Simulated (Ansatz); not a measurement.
# wurtzite AlN: the defect Cd_Al

Calculation: PBE, PAW (plane waves to 420 eV; Ansatz, a quantum-chemistry and plane-wave program). The supercell holds 96 host sites (3×2×2 repeats of the unit cell), with a 2×2×2 shifted k-point sampling for the final energies. Site at the start: the Al site. Energies of charged states are corrected for periodic images (point charge plus alignment at distant sites). Dielectric constants: PBE linear response of the host. Host gap at this level: 4.03 eV. A cell of this size leaves errors of a few tenths of an eV. PBE underestimates the host's gap, which shifts levels and can delocalise carriers. Spin–orbit coupling is left out. Each state is the lowest found from its start.

```json
[
 {"charge": "+1†", "moment (μB)": "not spin-polarised", "largest move off a lattice site (Å)": "0.27", "image correction with alignment (eV)": "0.37"},
 {"charge": "0", "moment (μB)": "1.0", "largest move off a lattice site (Å)": "0.28", "image correction with alignment (eV)": "0.00"},
 {"charge": "−1", "moment (μB)": "not spin-polarised", "largest move off a lattice site (Å)": "0.31", "image correction with alignment (eV)": "0.01"}
]
```

† Not settled in this cell, so no level is given: charge +1: a level filled in part, carriers not clearly localised, level within 0.1 eV of a band edge or past it.

Transition levels above the valence-band maximum: ε(0/−1) = 0.52 eV. With a charge missing or unsettled, these needn't be thermodynamic levels.

Flagged in the runs: a host whose relaxation on this sampling wasn't shown to rest, a strain field that reaches the edge of the cell.
